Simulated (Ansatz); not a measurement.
Start from Ti in the hcp (Mg type) structure (space group P6_3/mmc, No. 194; a = 2.939 Å, c = 4.654 Å; relaxed with 0.1 eV smearing). Axes: x lies along a and z along c of the hexagonal cell.

Level of theory: PBE (Ansatz, an electronic-structure program, PAW, without spin-orbit coupling), earlier PAW set.

Perturbation: biaxial strain −0.64 %, plane normal [001], relaxed out of plane (Cartesian); in-plane vectors clamped, the third vector and the atoms free.

Question: Predict the new out-of-plane strain.

Answer: The out-of-plane strain is +0.53 %.

Question: How does this affect the in-plane stress?

Answer: The mean in-plane stress (compression positive) amounts to +1.3 GPa.

Whether these cells are dynamically stable was not tested. The final runs are not spin-polarised.
